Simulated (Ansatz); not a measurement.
# NiSi, response to strain

Consider NiSi (space group Pnma, No. 62; a = 5.1899 Å, b = 3.3505 Å, c = 5.6240 Å; non-magnetic). Axes: x, y, z lie along a, b, c of the conventional cell.

Strains are applied to the cell and any free atomic positions relax; under biaxial strain the out-of-plane vector relaxes too; under stress the whole cell relaxes.

Calculations: Ansatz (a program for electronic structure) PBE, no SOC.

Notes on the quantities. pressure: mean of the normal stresses, compression positive.

| case | pressure | shortest interatomic distance |
|---|---|---|
| base | 0.0 GPa | 2.288 Å |
| biaxial strain −3.41 %, plane normal [001], relaxed out of plane | 7.0 GPa | 2.266 Å |
| biaxial strain −1.74 %, plane normal [001], relaxed out of plane | 3.6 GPa | 2.276 Å |
| biaxial strain −1.17 %, plane normal [001], relaxed out of plane | 2.4 GPa | 2.279 Å |
| biaxial strain +0.85 %, plane normal [001], relaxed out of plane | -1.6 GPa | 2.294 Å |
| biaxial strain +1.07 %, plane normal [001], relaxed out of plane | -2.0 GPa | 2.295 Å |
| biaxial strain +4.33 %, plane normal [001], relaxed out of plane | -6.4 GPa | 2.318 Å |
| uniaxial stress, 0.5 GPa compression along z | – | 2.287 Å |

Without a gap, meshes like the base's 9×14×8 leave anisotropic stresses uncertain by several tenths of a GPa, and small strain energies with them. Stability under load was not tested beyond the relaxation. Starting moments died away, wholly or in part, for the base; another magnetic solution may exist. The final runs are not spin-polarised.
